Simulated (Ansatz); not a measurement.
Results of LDA (PAW; Ansatz, an electronic-structure program) for C (model structure, started from the Ge type, P4₃2₁2, No. 96, 12 atoms in the cell).

Settings: plane-wave cutoff 520 eV, 8×8×8 k mesh, Fermi–Dirac smearing 0.01 eV, scalar-relativistic PAW data made under PBE.

Cell (relaxed at this level):

```xyz
12
Lattice="3.7606 0.0000 0.0000 0.0000 3.7606 0.0000 0.0000 0.0000 4.6209" Properties=species:S:1:pos:R:3 pbc="T T T"
C      0.2848     0.2848     0.0000
C      1.5955     2.1651     3.4657
C      3.4758     3.4758     2.3105
C      2.1651     1.5955     1.1552
C      0.6263     1.4268     1.0040
C      0.4535     2.5066     4.4697
C      3.1343     2.3338     3.3145
C      3.3071     1.2540     2.1593
C      2.5066     0.4535     0.1512
C      2.3338     3.1343     1.3064
C      1.2540     3.3071     2.4617
C      1.4268     0.6263     3.6169
```

What does this level give for the band gap and smallest direct gap on the k points sampled?


- band gap: 4.97 eV (indirect)
- smallest direct gap on the k points sampled: 5.58 eV

Note: the relaxation could raise the start's symmetry but not lower it, so the cell can be a saddle point.

Static lattice: no zero-point or thermal effects.

A model structure was made by putting elements into a prototype or built by hand; it is no filed structure, need not be a known phase, and can be a saddle point held by its symmetry.
